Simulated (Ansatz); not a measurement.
MoTe2: electrons 5.0×10^21 cm⁻³

Base system: MoTe2 (space group P6_3/mmc, No. 194; a = 3.497 Å, c = 13.696 Å; layered, stacked along the Cartesian z axis).

One thing is altered: electron doping at 5.0×10^21 cm⁻³ (0.725 per cell), with a uniform compensating background at fixed cell and a 300 K Fermi–Dirac width.

Level of theory: DFT with PBE-D3(BJ), PAW potentials and a 420 eV plane-wave cutoff in Ansatz (an electronic-structure program), scalar-relativistic without spin-orbit coupling. Γ-centred 15×15×4 mesh, Fermi–Dirac width 0.0259 eV.

| quantity | base | changed | shift |
|---|---|---|---|
| gap between the host's bands | 0.59 eV | 0.56 eV | -0.03 eV |
| gap character | indirect, Γ → k = (0.200, 0.200, 0) in the run's primitive reciprocal basis | indirect, Γ → k = (0.200, 0.200, 0) in the run's primitive reciprocal basis | – |
| largest internal atomic displacement | – | 0.016 Å | – |
| Fermi level relative to the doped band's edge (positive inside the band; to 0.05 eV) | – | +0.50 eV | – |

Charged cell with a jellium background: band edges are those of the host's band count, energies are not comparable with the neutral cell, and many-body gap narrowing is missing. With Te present, leaving out spin-orbit coupling can change the band edges. Stability against distortions was not tested. The D3 term's C6 switches between coordination references near this geometry, which can add small steps to energies.
